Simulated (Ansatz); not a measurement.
Consider ZrO₂ (space group P4_2/nmc, No. 137; a = 3.6208 Å, c = 5.2843 Å).

The values are results of PBE (Ansatz, a quantum-chemistry and plane-wave program), scalar-relativistic without spin-orbit coupling, earlier PAW set, not measurements.

For the base:

- Electron mass: 2.3 mₑ along c, 0.61 mₑ across (at Γ)
- Volume per atom: 11.55 Å³
- Smallest direct gap: 4.14 eV

Now apply this change: cell and atoms relaxed at a pressure of 4.5 GPa.

**Question.** What happens to the electron mass, volume per atom and smallest direct gap?

**Answer.** The electron mass goes from 2.3 mₑ along c, 0.61 mₑ across (at Γ) to 2.2 mₑ along c, 0.60 mₑ across (at Γ); the volume per atom shrinks by 0.302 Å³ (11.55 Å³ → 11.24 Å³); the smallest direct gap rises by 0.02 eV, from 4.14 eV to 4.16 eV.

Load acts through the strain it causes; cell and atoms are relaxed under it. Effective masses come from finite differences of ±0.01 Å⁻¹. No phonon test of stability was made. This is not the structure that ZrO2 has at room temperature and ambient pressure.
